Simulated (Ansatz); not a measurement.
## Response to strain in Ti

Start from Ti in the hcp (Mg type) structure (space group P6_3/mmc, No. 194; a = 2.9367 Å, c = 4.6410 Å; relaxed with 0.1 eV smearing). Axes: x lies along a and z along c of the hexagonal cell.

Strains are applied to the cell and any free atomic positions relax; under biaxial strain the out-of-plane vector relaxes too.

Level of theory: Kohn–Sham DFT with the r2SCAN functional, run in Ansatz (an electronic-structure program) with PAW and 500 eV plane waves, no spin-orbit coupling, earlier PAW set.

Notes on the quantities. pressure: mean of the normal stresses, compression positive.

| variant | volume per atom | pressure |
|---|---|---|
| base | 17.33 Å³ | 0.0 GPa |
| biaxial strain −4.16 %, plane normal [001], relaxed out of plane | 16.46 Å³ | 6.6 GPa |
| biaxial strain −3.64 %, plane normal [001], relaxed out of plane | 16.57 Å³ | 5.7 GPa |
| biaxial strain −2.07 %, plane normal [001], relaxed out of plane | 16.89 Å³ | 3.1 GPa |
| biaxial strain +3.48 %, plane normal [001], relaxed out of plane | 18.06 Å³ | -4.4 GPa |
| biaxial strain +3.79 %, plane normal [001], relaxed out of plane | 18.13 Å³ | -4.8 GPa |
| biaxial strain +4.66 %, plane normal [001], relaxed out of plane | 18.30 Å³ | -5.6 GPa |
| uniaxial strain ε_yy = +0.21 % | 17.37 Å³ | -0.2 GPa |
| uniaxial strain ε_zz = −1.63 % | 17.05 Å³ | 2.0 GPa |
| tensor shear ε_xy = +0.89 % | 17.33 Å³ | 0.0 GPa |

No phonon test of stability was made. The final runs are not spin-polarised.
